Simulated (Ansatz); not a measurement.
Take SrTe in the rock salt structure (space group Fm-3m, No. 225) as the base.

```
CELL_PARAMETERS angstrom
      0.00000     3.30333     3.30333
      3.30333     0.00000     3.30333
      3.30333     3.30333     0.00000
ATOMIC_POSITIONS crystal
  Sr 0.00000 0.00000 0.00000
  Te 0.50000 0.50000 0.50000
```

Method: PBEsol (Ansatz, a program for electronic structure, PAW, no spin-orbit coupling).

Before the change:

- Band gap = 1.57 eV
- Electron mass = 1.3 mₑ along k, 0.24 mₑ across (at X)
- Hole mass = 0.14, 0.85, 0.85 mₑ (at Γ)
- Pressure = 0.00 GPa

The change: an isotropic linear strain of −2.00 %; the atoms relax in the strained cell.

Question: Estimate the effect on the band gap.

Answer: The band gap falls by 0.18 eV, from 1.57 eV to 1.39 eV.

Question: What does the calculation give for the electron mass after the change?

Answer: The electron mass goes from 1.3 mₑ along k, 0.24 mₑ across (at X) to 1.3 mₑ along k, 0.23 mₑ across (at X).

Question: How does this affect the energy relative to the base?

Answer: The energy increases by 15 meV/atom.

Question: What does the calculation give for the hole mass after the change?

Answer: The hole mass (degenerate bands, along [100]) goes from 0.14, 0.85, 0.85 mₑ (at Γ) to 0.14, 0.79, 0.79 mₑ (at Γ).

Question: What happens to the pressure?

Answer: The pressure goes from zero to 2.46 GPa.

Spin-orbit coupling, missing from the scalar runs, can matter with Te. Effective masses come from finite differences of ±0.01 Å⁻¹. Along k means along the line from Γ to the band edge. Stability against distortions was not tested.
